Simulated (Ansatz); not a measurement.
The reference is ZrS2 in the CdI2 type structure (space group P-3m1, No. 164; a = 3.674 Å, c = 5.860 Å; layered, stacked along the Cartesian z axis).

The values are results of r2SCAN+rVV10 (Ansatz, a first-principles code, PAW, scalar-relativistic without spin-orbit coupling), not measurements.

For the base:

| Item | Value |
|---|---|
| Gap character | indirect, K–Γ (87 % along) → L |
| Volume per atom | 22.84 Å³ |
| Width of the top valence band | 1.97 eV |
| Band gap | 1.17 eV |

Now apply this change: cell and atoms relaxed at a pressure of 10 GPa.

Problem. What does the calculation give for the valence-band top at Γ after the change?

Solution. The valence-band top at Γ (three highest levels, from the VBM) amounts to 0.00, -0.61, -0.61 eV.

Problem. Predict the new gap character.

Solution. The gap character becomes indirect, Γ → L (base: indirect, K–Γ (87 % along) → L).

Problem. What happens to the volume per atom?

Solution. The volume per atom shrinks by 3.46 Å³ (22.84 Å³ → 19.38 Å³).

Problem. Estimate the effect on the width of the top valence band.

Solution. The width of the top valence band goes up by 0.743 eV to 2.72 eV.

Problem. How does this affect the band gap?

Solution. The band gap falls by 0.832 eV (1.17 eV → 0.33 eV).

Load acts through the strain it causes; cell and atoms are relaxed under it. Whether these cells are dynamically stable was not tested. No other phases were tried under pressure.
